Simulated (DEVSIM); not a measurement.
System: illuminated Si n-on-p cell, one wavelength, at 300 K.

| layer (left to right) | material | thickness (μm) | Nd (cm⁻³) | Na (cm⁻³) | τn (s) | τp (s) | absorption coefficient (cm⁻¹) |
|---|---|---|---|---|---|---|---|
| 1 | Si | 0.440 | 2e18 | - | 1.7e-6 | 1.2e-6 | 79000 |
| 2 | Si | 25.0 | - | 3.2e15 | 5.9e-5 | 5.9e-5 | 79000 |

Left contact: ohmic, minority hole recombination velocity 7e6 cm/s. Right contact: ohmic, minority electron recombination velocity 10000 cm/s. Voltage is applied to the left contact. Recombination: SRH at mid-gap, radiative, Auger. Light enters at the left, 1.3e17 photons cm⁻² s⁻¹, one pass, no reflection. Mobility is constant in doping.

Constants are typed, rounded textbook-type inputs, not results; the design itself was drawn at random and stands for no fabricated device. Values at 300 K.

| parameter | Si |
|---|---|
| gap (eV) | 1.124 |
| affinity (eV) | 4.05 |
| permittivity | 11.7 |
| Nc (cm⁻³) | 2.86e19 |
| Nv (cm⁻³) | 3.1e19 |
| μn (cm²/Vs) | 1417 |
| μp (cm²/Vs) | 470 |
| B (cm³/s) | 4.7e-15 |
| Cn (cm⁶/s) | 2.8e-31 |
| Cp (cm⁶/s) | 9.9e-32 |

Model (solved in DEVSIM): 1D drift-diffusion, Boltzmann statistics, complete ionisation; no tunnelling, impact ionisation, image-force lowering or self-heating.

The thickness of layer 2 was swept, all else fixed.

| thickness of layer 2 (μm) | dark forward voltage at 1 A/cm² (V) | dark forward voltage at 100 A/cm² (V) | largest power (mW/cm²) | open-circuit voltage (V) |
|---|---|---|---|---|
| 5 | 0.612 | 0.742 | 2.44 | 0.480 |
| 8.8 | 0.614 | 0.750 | 2.46 | 0.483 |
| 15 | 0.618 | 0.763 | 2.49 | 0.486 |
| 25 | 0.623 | 0.782 | 2.51 | 0.490 |
| 42 | [?] | [?] | 2.54 | [?] |
| 75 | 0.641 | 0.860 | 2.58 | 0.504 |
| 120 | 0.651 | 0.927 | 2.63 | 0.511 |

Q: Fill in the missing entries.

A: 
- 42, dark forward voltage at 1 A/cm² (V): 0.631
- 42, dark forward voltage at 100 A/cm² (V): 0.809
- 42, open-circuit voltage (V): 0.496
